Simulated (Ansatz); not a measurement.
Start from Pd in the fcc (Cu type) structure (space group Fm-3m, No. 225; a = 3.841 Å; relaxed with 0.1 eV smearing). Axes: x, y, z lie along the cube axes.

Calculations: Kohn–Sham DFT with the LDA functional, run in Ansatz (a first-principles code) with PAW and 420 eV plane waves, no SOC.

The change: tensor shear ε_xy = +1.14 % (engineering shear γ = 0.0228), atoms relaxed at fixed cell.

Predict the stress tensor and what it implies for the stiffness.

Stress of the strained cell less that of the base (GPa, compression positive):
```
    0.2    -2.1     0.0
   -2.1     0.2     0.0
    0.0     0.0    -0.1
```

Then −Δσ/γ with γ = 2ε = 0.0228 gives relaxed-ion elastic constants: C66 ≈ 93 GPa.

Whether these cells are dynamically stable was not tested. All final runs are without spin polarisation.
